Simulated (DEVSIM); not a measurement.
Device: abrupt Si n-p junction, at 350 K.

```
layer (left to right)  material  thickness (μm)  Nd (cm⁻³)  Na (cm⁻³)  τn (s)  τp (s)
---------------------  --------  --------------  ---------  ---------  ------  ------
1                            Si            22.0     7.7e17          -  4.3e-5  4.3e-5
2                            Si            11.0          -     8.9e14  4.3e-5  4.3e-5
```

Left contact: ohmic. Right contact: ohmic. Voltage is applied to the left contact. Recombination: SRH at mid-gap. Mobility is μmin + (μ − μmin)/(1 + (N/Nref)^α).

Constants are typed, rounded textbook-type inputs, not results; the design itself was drawn at random and stands for no fabricated device. Values at 300 K; Nc and Nv go as T^1.5, mobilities as T to minus their exponent, the gap by Varshni's rule with the affinity fixed.

```
parameter               Si
----------------  --------
gap (eV)             1.124
affinity (eV)         4.05
permittivity          11.7
Nc (cm⁻³)          2.86e19
Nv (cm⁻³)           3.1e19
μn (cm²/Vs)           1417
μp (cm²/Vs)            470
μn,min                  52
μp,min                  45
Nref,n              9.7e16
Nref,p              2.2e17
αn                    0.68
αp                    0.72
T exponent of μn       2.3
T exponent of μp       2.2
Varshni α (eV/K)  0.000473
Varshni β (K)          636
```

Model (solved in DEVSIM): 1D drift-diffusion, Boltzmann statistics, complete ionisation; no tunnelling, impact ionisation, image-force lowering or self-heating.

The doping Nd of layer 1 was swept, all else fixed.

```csv
doping Nd of layer 1 (cm^-3),dark forward voltage at 100 A/cm² (V),largest field in the device at zero bias (V/cm),potential step across the device at zero bias (V)
2.3e16,0.718,13000,0.566
7.7e16,0.669,19000,0.603
2.3e17,0.649,30000,0.636
7.7e17,0.641,53000,0.672
2.3e18,0.637,90000,0.705
7.7e18,0.635,___,0.742
```

Question: Complete the blanks.

Answer: 
- 7.7e18, largest field in the device at zero bias (V/cm): 160000
